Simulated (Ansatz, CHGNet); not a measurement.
For ZnO (model structure, started from the litharge type, P4/nmm, No. 129, 4 atoms in the cell), the machine-learned potential CHGNet-r²SCAN (trained on r²SCAN data) gives:

| Property | Value |
|---|---|
| equilibrium lattice constant a | 3.938 Å |
| lattice parameter c | 3.741 Å |

Question: What does r²SCAN+rVV10 (Ansatz, a program for electronic structure, plane waves, PAW) give for the same quantities?

Answer: 
- lattice constant a: 3.944 Å (goes up by 0.2 %)
- lattice parameter c: 3.373 Å (decreases by 9.8 %)

Changes are worked out from the printed values.

Unless a cell is named, each level is at its own relaxed cell (CHGNet-r²SCAN 14.50, r²SCAN+rVV10 13.12 Å³/atom).

Caveats: the cell moved over 20 % in volume from its start (CHGNet-r²SCAN). Ansatz's density-functional and Hartree–Fock values are scalar-relativistic unless marked +SOC, with PAW data made under PBE.

A model structure was made by putting elements into a prototype or built by hand; it is no filed structure, need not be a known phase, and can be a saddle point held by its symmetry.
